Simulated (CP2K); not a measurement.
# CP2K run on GaN (F-43m, 2 atoms in the cell): self-consistent single point

Level of theory: PBE, GPW, DZVP-MOLOPT-SR-GTH basis, GTH-PBE potentials (GTH_POTENTIALS) (CP2K).

Input:

```
&GLOBAL
  PROJECT gan
  RUN_TYPE ENERGY_FORCE
  PRINT_LEVEL MEDIUM
&END GLOBAL
&FORCE_EVAL
  METHOD Quickstep
  STRESS_TENSOR ANALYTICAL
  &DFT
    BASIS_SET_FILE_NAME BASIS_MOLOPT
    POTENTIAL_FILE_NAME GTH_POTENTIALS
    &QS
      METHOD GPW
      EPS_DEFAULT 1E-11
    &END QS
    &MGRID
      CUTOFF 600
      REL_CUTOFF 50
      NGRIDS 5
    &END MGRID
    &SCF
      SCF_GUESS ATOMIC
      EPS_SCF 1E-6
      MAX_SCF 100
      ADDED_MOS 4
      &DIAGONALIZATION
        ALGORITHM STANDARD
      &END DIAGONALIZATION
      &MIXING
        METHOD BROYDEN_MIXING
        ALPHA 0.4
        NBUFFER 12
        BETA 1
      &END MIXING
    &END SCF
    &KPOINTS
      SCHEME MONKHORST-PACK 6 6 6
      GAMMA_CENTERED T
    &END KPOINTS
    &XC
      &XC_FUNCTIONAL PBE
      &END XC_FUNCTIONAL
    &END XC
    &PRINT
      &MO
        EIGENVALUES T
        OCCUPATION_NUMBERS T
        NDIGITS 8
        FILENAME mo
        &EACH
          QS_SCF 0
        &END EACH
        ADD_LAST NUMERIC
      &END MO
      &MULLIKEN ON
      &END MULLIKEN
    &END PRINT
  &END DFT
  &SUBSYS
    &CELL
      ABC 3.25544900 3.25544829 3.25544872
      ALPHA_BETA_GAMMA 60.00000631 60.00000728 60.00000292
      PERIODIC XYZ
    &END CELL
    &COORD
      Ga       0.00000000     0.00000000     0.00000000
      N        4.88317275     2.81930100     1.99354725
    &END COORD
    &KIND Ga
      BASIS_SET DZVP-MOLOPT-SR-GTH-q13
      POTENTIAL GTH-PBE-q13
    &END KIND
    &KIND N
      BASIS_SET DZVP-MOLOPT-SR-GTH-q5
      POTENTIAL GTH-PBE-q5
    &END KIND
  &END SUBSYS
  &PRINT
    &FORCES ON
    &END FORCES
    &STRESS_TENSOR ON
    &END STRESS_TENSOR
  &END PRINT
&END FORCE_EVAL
```

Output, abridged:

```
 GLOBAL| Method name                                                        CP2K
 GLOBAL| Project name                                                        gan
 GLOBAL| Run type                                                   ENERGY_FORCE

 CELL| Volume [angstrom^3]:                                            24.395943
 CELL| Vector a [angstrom]:       3.255     0.000     0.000   |a| =     3.255449
 CELL| Vector b [angstrom]:       1.628     2.819     0.000   |b| =     3.255448
 CELL| Vector c [angstrom]:       1.628     0.940     2.658   |c| =     3.255449
 CELL| Angle (b,c), alpha [degree]:                                    60.000006
 CELL| Angle (a,c), beta  [degree]:                                    60.000007
 CELL| Angle (a,b), gamma [degree]:                                    60.000003
 CELL| Numerically orthorhombic:                                              NO
 CELL| Periodicity                                                           XYZ

 DFT| Spin restricted Kohn-Sham (RKS) calculation                            RKS
 DFT| Multiplicity                                                             1
 DFT| Number of spin states                                                    1
 DFT| Charge                                                                   0
 DFT| XC density smoothing                                                  NONE
 DFT| XC derivatives                                                          PW

 QS| Method:                                                                 GPW
 QS| Density plane wave grid type                        NON-SPHERICAL FULLSPACE
 QS| Number of grid levels:                                                    5
 QS| Density cutoff [a.u.]:                                                300.0
 QS| Multi grid cutoff [a.u.]: 1) grid level                               300.0
   [... lines left out ...]
 BRILLOUIN| Wavefunction type                                            COMPLEX
 BRILLOUIN| List of Kpoints [2 Pi/Bohr]                                      112
 BRILLOUIN| Number           Weight            X              Y              Z
 BRILLOUIN|     1           0.00926       -0.33333       -0.33333       -0.33333
 BRILLOUIN|     2           0.00926       -0.33333       -0.33333       -0.16667
 BRILLOUIN|     3           0.00926       -0.33333       -0.33333        0.00000
   [... 109 lines left out ...]
 *******************************************************************************

 Extrapolation method: initial_guess

 Re-scaling the density matrix to get the right number of electrons
                  # Electrons              Trace(P)               Scaling factor
                           18                18.000                        1.000

 Number of electrons:                                                         18
 Number of occupied orbitals:                                                  9
 Number of molecular orbitals:                                                13

 Number of orbital functions:                                                 38
 Number of independent orbital functions:                                     38
 SCF WAVEFUNCTION OPTIMIZATION

  Step     Update method      Time    Convergence         Total energy    Change
     1 NoMix/Diag. 0.40E+00      -     1.72730589       -84.6590021689 -8.47E+01
     2 Broy./Diag. 0.40E+00      -     0.27173562       -83.4179154624  1.24E+00
     3 Broy./Diag. 0.40E+00      -     0.06402420       -84.4456209154 -1.03E+00
     4 Broy./Diag. 0.40E+00      -     0.01829287       -84.5625162401 -1.17E-01
     5 Broy./Diag. 0.40E+00      -     0.00183485       -84.5633766024 -8.60E-04
     6 Broy./Diag. 0.40E+00      -     0.00145428       -84.5662609812 -2.88E-03
     7 Broy./Diag. 0.40E+00      -     0.00071861       -84.5681195943 -1.86E-03
     8 Broy./Diag. 0.40E+00      -     0.00004855       -84.5698526302 -1.73E-03
     9 Broy./Diag. 0.40E+00      -     0.00002199       -84.5701393324 -2.87E-04
    10 Broy./Diag. 0.40E+00      -     0.00000182       -84.5701030939  3.62E-05
    11 Broy./Diag. 0.40E+00      -     0.00000158       -84.5700931524  9.94E-06
    12 Broy./Diag. 0.40E+00      -     0.00000018       -84.5700935672 -4.15E-07
  *** SCF run converged in    12 steps ***

  Electronic density on regular grids:        -17.9999999971        0.0000000029
  Core density on regular grids:               17.9999999999       -0.0000000001
  Total charge density on r-space grids:        0.0000000028
  Total charge density g-space grids:           0.0000000028

  Overlap energy of the core charge distribution:               0.00000000198178
  Self energy of the core charge distribution:               -122.14453681889931
  Core Hamiltonian energy:                                     36.53860138953900
  Hartree energy:                                              13.81266682766018
  Exchange-correlation energy:                                -12.77682496752867

  Total energy:                                               -84.57009356724703

                     Mulliken Population Analysis

 #  Atom  Element  Kind  Atomic population                           Net charge
       1     Ga       1         12.427852                              0.572148
       2     N        2          5.572148                             -0.572148
 # Total charge                             18.000000                 -0.000000

 ENERGY| Total FORCE_EVAL ( QS ) energy [hartree]            -84.570092860206600

 FORCES| Atomic forces [hartree/bohr]
 FORCES|   Atom     x               y               z               |f|
 FORCES|      1  3.86194976E-06  2.19803407E-06  1.58221603E-06   4.71692880E-06
 FORCES|      2 -4.02811586E-06 -2.29340258E-06 -1.64942233E-06   4.91996004E-06
 FORCES| Sum    -1.66166100E-07 -9.53685073E-08 -6.72062982E-08
 FORCES| Total atomic force                                       2.03034508E-07

 STRESS| Analytical stress tensor [bar]
 STRESS|                        x                   y                   z
 STRESS|      x       -3.91666077434E+04   1.09861129819E+01   7.76826813281E+00
 STRESS|      y        1.09861129819E+01  -3.91785332288E+04   4.33368704058E+00
 STRESS|      z        7.76826813281E+00   4.33368704058E+00  -3.91822606078E+04
 STRESS| 1/3 Trace                                            -3.91758005267E+04
```

The run converged in 12 iterations.

The starting cell comes from a database of computed structures (which also holds hypothetical and non-ambient phases and stackings), without a prior relaxation at this level. Its lattice was rescaled by a random factor within 2.5 % of one. Values carry the incompleteness of an atom-centred basis. With a pressure of about -4 GPa the cell is away from its equilibrium volume at this level.

Cost on one core of a shared machine: roughly 30 s.
